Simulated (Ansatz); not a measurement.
The parent structure is SiC in the wurtzite structure (space group P6_3mc, No. 186; a = 3.075 Å, c = 5.049 Å). Axes: x lies along a and z along c of the hexagonal cell.

Computed with plane-wave PAW DFT at the r2SCAN level (Ansatz, a quantum-chemistry and plane-wave program, 500 eV), no SOC, earlier PAW set.

Free-standing slabs (4 atom(s) a layer) normal to the y axis with 15 Å of vacuum; in-plane cell held at bulk.

One change was made to it. Results:

The gap character is indirect, Γ–X (62 % along) → U; the shortest interatomic distance decreases by 0.159 Å (1.883 Å → 1.724 Å); the band gap grows by 0.32 eV, from 2.65 eV to 2.97 eV.

### Question
What was done to the base?
(A) 3 layers
(B) 2 layers
(C) 1 layer
(D) 4 layers

### Answer
C, 1 layer. For comparison, the band gap in the other runs: 4 layers gives 1.67 eV; 2 layers gives 1.48 eV; 3 layers gives 1.64 eV.

Whether these cells are dynamically stable was not tested. k-point labels follow each cell's own Brillouin zone.
